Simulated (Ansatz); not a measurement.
Take an 8-atom supercell of CdSe in the zinc blende structure (space group F-43m, No. 216; a = 6.196 Å) at its relaxed geometry as the base.

Calculations: PBE (Ansatz, a first-principles code), scalar-relativistic without spin-orbit coupling.

One neutral defect a cell, atoms relaxed at fixed cell.

One change was made to it. Results:

| quantity | base | after |
|---|---|---|
| largest displacement of a host atom from its site in the perfect cell | – | 0.13 Å |
| pressure | 0.0 GPa | 6.5 GPa |

Problem. Name the change that was made.
A. Se vacancy
B. Se interstitial (started 2.68 Å from the nearest host atom)
C. Sn on a Cd site, symmetric start
D. Cd interstitial (started 2.68 Å from the nearest host atom)

Solution. D, Cd interstitial (started 2.68 Å from the nearest host atom). For comparison, the pressure in the other runs: Se interstitial (started 2.68 Å from the nearest host atom) gives 5.1 GPa; Se vacancy gives -1.2 GPa; Sn on a Cd site, symmetric start gives 3.5 GPa.

The magnetic state is the one reached from the starting moments; the real material's order can differ, and small cells can't hold many antiferromagnetic ones. The cell is small, so the values are those of an ordered compound at a high defect concentration; dilute-limit values will differ. The mesh was chosen for an insulator and is coarse for the gapless case. Defects with a symmetric start kept the site's symmetry and may sit on a saddle; the others started slightly shaken. Seeded moments were not kept for Cd interstitial (started 2.68 Å from the nearest host atom), Se interstitial (started 2.68 Å from the nearest host atom), Se vacancy and Sn on a Cd site.
